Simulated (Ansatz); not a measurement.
Results of G0W0@PBEsol (plane waves, hard PAW, contour deformation, complete-basis limit; Ansatz, an electronic-structure program) for MgO (P6₃/mmc, No. 194, 4 atoms in the cell; start mp-1065577; a measured phase of this formula has another space group).

Settings: largest k mesh 9×9×6 (not extrapolated in the mesh).

Cell (relaxed with PBEsol):

```
MgO
1.0
    3.49398     0.00000     0.00000
   -1.74699     3.02587     0.00000
    0.00000     0.00000     4.19402
Mg O
2 2
Direct
  0.66667   0.33333   0.75000
  0.33333   0.66667   0.25000
  0.66667   0.33333   0.25000
  0.33333   0.66667   0.75000
```

Estimate the band gap that the calculation returns.


band gap: 5.99 eV (direct)

Note: the gap holds a correction of +0.57 eV to the complete basis.

It cost very roughly 4 core-hours of CPU time.

A start named mp-… is a Materials Project structure, which need not be a measured phase.
